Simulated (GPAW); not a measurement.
A self-consistent single point of CaI2 (P3m1, 3 atoms in the cell) with GPAW.

Method: LDA (Perdew-Wang 92), GPAW PAW datasets LDA (gpaw-data 1.0.1) (plane waves; GPAW).

The change in words: 1 x 1 x 1 supercell, one I atom moved by 0.02 angstrom along z; occupations.width: 0 eV → 0.05 eV. Reference geometry:
```yaml
crystal:
  lattice:
    - [4.55161, 0.00000, 0.00000]
    - [-2.27581, 3.94181, 0.00000]
    - [0.00000, 0.00000, 7.24588]
  atoms:
    - { symbol: Ca, position: [0.00000, 0.00000, 0.00000] }
    - { symbol: I, position: [0.33333, 0.66667, 0.24430] }
    - { symbol: I, position: [0.66667, 0.33333, 0.75570] }
```

Reference input (self-consistent single point, DFT LDA (Perdew-Wang 92), plane waves, GPAW PAW datasets LDA (gpaw-data 1.0.1)): mode = pw; ecut = 600 eV; xc = LDA; kpts = 3 3 2; mesh shift (steps) = 0 0 0; occupations.name = fermi-dirac; occupations.width = 0 eV; nbands = -8; convergence.density = 1e-05 e/electron; convergence.energy = 1e-05 eV/electron; convergence.bands = -6; symmetry.symmorphic = false. This run's input differs from it in these lines:

```diff
@@ -9,3 +9,3 @@
               scaled_positions=[[0.000000, 0.000000, 0.000000],
-                                [0.333333, 0.666667, 0.244300],
+                                [0.333333, 0.666667, 0.247060],
                                 [0.666667, 0.333333, 0.755700]],
@@ -16,3 +16,3 @@
             kpts={'size': (3, 3, 2), 'gamma': True},
-            occupations=FermiDirac(0.0),
+            occupations=FermiDirac(0.05),
             nbands=-8,
```

Log, with long lists cut:

```
     iter     time        total  log10-change:
                         energy   eigst   dens
iter:   1 --:--:--   -11.010929   +0.85
iter:   2 --:--:--   -11.124969   +0.01  -1.36
iter:   3 --:--:--   -11.122101   -0.33  -1.39
iter:   4 --:--:--   -11.135160   -0.74  -1.49
iter:   5 --:--:--   -11.129159   -1.43  -1.92
iter:   6 --:--:--   -11.123945   -1.59  -2.06
iter:   7 --:--:--   -11.122087   -1.30  -2.39
iter:   8 --:--:--   -11.121793   -2.16  -2.65
iter:   9 --:--:--   -11.121918   -2.92  -3.00
iter:  10 --:--:--   -11.121854c  -2.55  -2.94
iter:  11 --:--:--   -11.121734c  -3.10  -2.98
iter:  12 --:--:--   -11.121730c  -3.90  -3.67
iter:  13 --:--:--   -11.121730c  -4.22  -4.12
iter:  14 --:--:--   -11.121729c  -4.79  -4.15
iter:  15 --:--:--   -11.121728c  -5.47  -4.24
iter:  16 --:--:--   -11.121728c  -6.14  -4.32
iter:  17 --:--:--   -11.121728c  -6.81  -4.48
iter:  18 --:--:--   -11.121728c  -7.63c -4.51
iter:  19 --:--:--   -11.121728c  -8.34c -4.56
iter:  20 --:--:--   -11.121728c  -8.71c -4.62
iter:  21 --:--:--   -11.121728c  -8.94c -4.75
iter:  22 --:--:--   -11.121728c  -8.97c -4.79
iter:  23 --:--:--   -11.121728c  -8.93c -4.86
iter:  24 --:--:--   -11.121728c  -9.54c -5.04c
Converged after 24 iterations.

Dipole moment: (-0.001355, 0.000782, 0.030278) |e|*Ang

Energy contributions relative to reference atoms: (reference = -405233.383312)

Kinetic:         +9.685961
Potential:       -8.908936
External:        +0.000000
XC:             -11.329512
Entropy (-ST):   -0.000000
Local:           -0.569241
SIC:             +0.000000
--------------------------
Free energy:    -11.121728
Extrapolated:   -11.121728

Showing only first 2 kpts
 Kpt  Band  Eigenvalues  Occupancy
  0    10      0.87331    2.00000
  0    11      1.03661    2.00000
  0    12      4.86294    0.00000
  0    13      5.32969    0.00000

  1    10      0.78177    2.00000
  1    11      0.78177    2.00000
  1    12      5.15400    0.00000
  1    13      5.29581    0.00000

Fermi level: 2.81389

Gap: 3.646 eV
Transition (v -> c):
   [... lines left out ...]
Direct gap: 3.826 eV
Transition at: (s=0, k=0, n=11, [0.00, 0.00, 0.00])
Energy (eV): -11.121728

Forces in eV/Ang:
  0 Ca    0.00000    0.00000    0.04445
  1 I    -0.00000   -0.00000   -0.36228
  2 I    -0.00000    0.00000    0.31782

Stress tensor:
     0.013619    -0.000000     0.000000
    -0.000000     0.013619     0.000000
     0.000000     0.000000     0.014075
Stress (GPa, Voigt): [ 2.1819  2.1819  2.255   0.      0.     -0.    ]
```

The run converged in 24 iterations. GPAW prints stress with tension positive. Against the reference run the free energy rises by 2.2 meV/atom, the pressure moves little (-2.11 to -2.21 GPa), the largest force goes from 0.310 to 0.362 eV/Å and the gap on the mesh moves little (3.654 to 3.646 eV).

The starting cell comes from a database of computed structures (which also holds hypothetical and non-ambient phases and stackings), without a prior relaxation at this level. Its lattice was rescaled by up to half a per cent. For this run, on top of that: 1 x 1 x 1 supercell, one I atom moved by 0.02 angstrom along z. Spin-orbit coupling is off.
